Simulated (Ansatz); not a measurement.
GaCuSe2, pressure series

Start from GaCuSe$_{2}$ in the chalcopyrite structure (space group I-42d, No. 122; a = 5.608 Å, c = 11.096 Å).

Cell and atoms are relaxed at each pressure.

Level of theory: r2SCAN/PAW in Ansatz (a program for electronic structure), spin-orbit coupling left out, earlier PAW set.

Candidates:
(a) pressure 9 GPa
(b) pressure 4.2 GPa
(c) pressure 1.8 GPa
(d) pressure 30 GPa

Base values:

- Band gap: 0.57 eV

Q: Order them by band gap, lowest first.

A: (c) pressure 1.8 GPa (0.68 eV), (b) pressure 4.2 GPa (0.82 eV), (a) pressure 9 GPa (1.06 eV), (d) pressure 30 GPa (1.67 eV)

Load acts through the strain it causes; cell and atoms are relaxed under it. No phonon test of stability was made. Competing high-pressure phases were not computed. The final runs are not spin-polarised.
